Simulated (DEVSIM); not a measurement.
Structure: abrupt Si n-p junction, at 300 K.

```
layer (left to right)  material  thickness (μm)  Nd (cm⁻³)  Na (cm⁻³)  τn (s)  τp (s)
---------------------  --------  --------------  ---------  ---------  ------  ------
1                            Si          0.0630     9.2e17          -  1.1e-7  1.1e-7
2                            Si            60.0          -     6.1e15  1.1e-7  1.1e-7
```

Left contact: ohmic. Right contact: ohmic. Voltage is applied to the left contact. Recombination: SRH at mid-gap, radiative, Auger. Mobility is μmin + (μ − μmin)/(1 + (N/Nref)^α).

Constants are typed, rounded textbook-type inputs, not results; the design itself was drawn at random and stands for no fabricated device. Values at 300 K.

| parameter | Si |
|---|---|
| gap (eV) | 1.124 |
| affinity (eV) | 4.05 |
| permittivity | 11.7 |
| Nc (cm⁻³) | 2.86e19 |
| Nv (cm⁻³) | 3.1e19 |
| μn (cm²/Vs) | 1417 |
| μp (cm²/Vs) | 470 |
| μn,min | 52 |
| μp,min | 45 |
| Nref,n | 9.7e16 |
| Nref,p | 2.2e17 |
| αn | 0.68 |
| αp | 0.72 |
| B (cm³/s) | 4.7e-15 |
| Cn (cm⁶/s) | 2.8e-31 |
| Cp (cm⁶/s) | 9.9e-32 |

Simulated with DEVSIM: 1D drift-diffusion, Boltzmann statistics, complete ionisation; no tunnelling, impact ionisation, image-force lowering or self-heating.

Task: Tabulate band edges, carrier densities and field at 2.0 V on the left contact.

Result: Energies count from the Fermi level of the right contact; mesh points crowd at the junctions.

```csv
x (μm),Ec (eV),Ev (eV),n (cm⁻³),p (cm⁻³),field (V/cm)
0.000,-1.911,-3.035,9.2e17,130,≈ 0
0.01938,-1.911,-3.035,9.2e17,< 1e2,≈ 0
0.04010,-1.911,-3.035,9.1e17,< 1e2,720
0.05998,-1.884,-3.008,3.2e17,< 1e2,54000
0.09329,-1.647,-2.771,3.4e13,< 1e2,69000
0.1522,-1.257,-2.381,9500000,6200,63000
0.2748,-0.550,-1.673,23000,35000,52000
0.6415,0.719,-0.405,< 1e2,4.9e12,17000
1.295,0.903,-0.221,470,6.1e15,≈ 0
2.655,0.903,-0.221,1800,6.1e15,≈ 0
5.273,0.903,-0.221,4000,6.1e15,≈ 0
13.97,0.903,-0.221,9700,6.1e15,≈ 0
27.91,0.903,-0.221,15000,6.1e15,≈ 0
44.45,0.903,-0.221,18000,6.1e15,≈ 0
54.21,0.903,-0.221,19000,6.1e15,≈ 0
57.15,0.903,-0.221,19000,6.1e15,≈ 0
58.68,0.903,-0.221,19000,6.1e15,≈ 0
59.41,0.903,-0.221,19000,6.1e15,≈ 0
59.82,0.903,-0.221,19000,6.1e15,≈ 0
59.96,0.903,-0.221,19000,6.1e15,≈ 0
60.02,0.903,-0.221,19000,6.1e15,≈ 0
60.06,0.903,-0.221,19000,6.1e15,≈ 0
```
